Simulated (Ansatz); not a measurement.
The reference is SnS2 in the CdI2 type structure (space group P-3m1, No. 164; a = 3.669 Å, c = 5.806 Å; layered, stacked along the Cartesian z axis). Axes: x lies along a and z along c of the hexagonal cell.

Method: Ansatz (an electronic-structure program), PBE-D3(BJ), PAW, cutoff 420 eV, no spin-orbit coupling.

One thing is altered: the cell is scaled by 0.9788 in all directions; the atoms relax in the strained cell.

Q: Predict the stress tensor and what it implies for the stiffness.

A: Stress of the strained cell less that of the base (GPa, compression positive):
```
   4.19    0.00    0.00
   0.00    4.19    0.00
   0.00    0.00    1.61
```

Then B = −ΔP/(ΔV/V₀) with ΔV/V₀ = -0.0623 gives secant stiffness values (nonlinear terms included at this strain): B (at held cell shape, above the free-shape value) ≈ 54 GPa.

As a check, the harmonic strain energy −½ V₀ Δσ:ε is 15 meV/atom; the computed energy rise is 14 meV/atom.

Stability against distortions was not tested.
